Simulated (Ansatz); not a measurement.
The reference is HfS₂ in the CdI2 type structure (space group P-3m1, No. 164; a = 3.5475 Å, c = 5.5768 Å; layered, stacked along the Cartesian z axis). Axes: x lies along a and z along c of the hexagonal cell.

Level of theory: Ansatz (a program for electronic structure) PBEsol-D3(BJ), no SOC.

The change: every lattice vector is stretched by 1.00 %, atoms relaxed at fixed cell.

Q: Predict the stress tensor and what it implies for the stiffness.

A: Stress of the strained cell less that of the base (GPa, compression positive):
```
  -1.82    0.00    0.00
   0.00   -1.82    0.00
   0.00    0.00   -0.77
```

Then B = −ΔP/(ΔV/V₀) with ΔV/V₀ = 0.0303 gives secant stiffness values (nonlinear terms included at this strain): B (at held cell shape, above the free-shape value) ≈ 49 GPa.

Stability against distortions was not tested.
